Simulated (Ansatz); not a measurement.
The parent structure is PtSe2 in the CdI2 type structure (space group P-3m1, No. 164; layered; relaxed with 0.1 eV smearing).

```
CELL_PARAMETERS angstrom
      3.73853     0.00000     0.00000
     -1.86927     3.23766     0.00000
      0.00000     0.00000     4.63504
ATOMIC_POSITIONS crystal
  Pt 0.00000 0.00000 0.00000
  Se 0.33333 0.66667 0.27201
  Se 0.66667 0.33333 0.72799
```

All numbers come from PBEsol-D3(BJ) (Ansatz, a program for electronic structure), scalar-relativistic without spin-orbit coupling.

Before the change:

| Property | Value |
|---|---|
| Pressure | 0.0 GPa |
| Band gap | zero |

Modification: the cell is scaled by 0.9850 in all directions, atoms relaxed at fixed cell.

Problem. What does the calculation give for the pressure after the change?

Solution. The pressure (mean of the normal stresses, compression positive) goes from zero to 5.2 GPa.

Problem. What does the calculation give for the largest internal atomic displacement after the change?

Solution. The largest internal atomic displacement comes out as 0.033 Å.

Problem. How does this affect the energy relative to the base?

Solution. The energy increases by 13 meV/atom.

Problem. What happens to the band gap?

Solution. The band gap stays zero.

The cells carry an imposed strain or load. No phonon test of stability was made. The final runs are not spin-polarised.
